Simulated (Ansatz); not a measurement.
## hypothetical diamond Hf with two functionals

Consider Hf in the diamond structure (space group Fd-3m, No. 227; a = 6.5446 Å; a hypothetical phase, not in the database extracts checked).

(Cell as relaxed with PBE.)

Levels (all Ansatz, a program for electronic structure, PAW): PBE (420 eV, scalar-relativistic without spin-orbit coupling); PBEsol (420 eV, no spin-orbit coupling).

Each level relaxes its own structure.

| quantity | PBE | PBEsol |
|---|---|---|
| volume per atom | 35.04 Å³ | 32.40 Å³ |
| lattice parameter a | 6.545 Å | 6.376 Å |
| band gap | zero | zero |

PBE's volume per atom lies 2.64 Å³ above PBEsol's (8.1 %); PBE's lattice parameter a lies 0.1684 Å above PBEsol's (2.6 %); the two agree on the band gap. Neither level is exact; PBEsol is the comparison here, not a measurement.

Whether these cells are dynamically stable was not tested. The final runs are not spin-polarised. Hf has a high density of states at the Fermi level and may be magnetic at this level.
